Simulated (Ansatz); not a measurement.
The starting structures come from a database of crystals and need not be the phases stable at ambient conditions.

Tunnelling through a barrier is set by its complex band structure: the current falls as exp(−2κd) with the smallest κ.

Here is the system:

```xyz
4
Lattice="4.7693 0.0000 0.0000 0.0000 7.7896 0.0000 2.3382 0.0000 4.0753" Properties=species:S:1:pos:R:3 pbc="T T T"
Cd     6.0305     0.0013     3.4578
Cd     1.0770     3.8961     0.6175
Te     1.2949     0.9724     0.7425
Te     5.8125     4.8672     3.3328
```

Space group of this cell: P2_1. The cell is strained (lengths across the current scaled by 1.02, ions clamped); by r2SCAN its mean pressure is -2.4 GPa.

Transport runs along the normal of the first two printed cell vectors.

The gap is the functional's own, uncorrected, and κ follows it; spin-orbit coupling is left out. Mid-gap values are interpolated between the computed energies.

Problem. Estimate the band gap and the smallest decay constant κ at mid-gap that r2SCAN in Ansatz (a first-principles code) returns for this system.

Solution. Gap 0.95 eV on a 8×4×8 mesh; κ = 0.071 1/Å, at the zone centre.
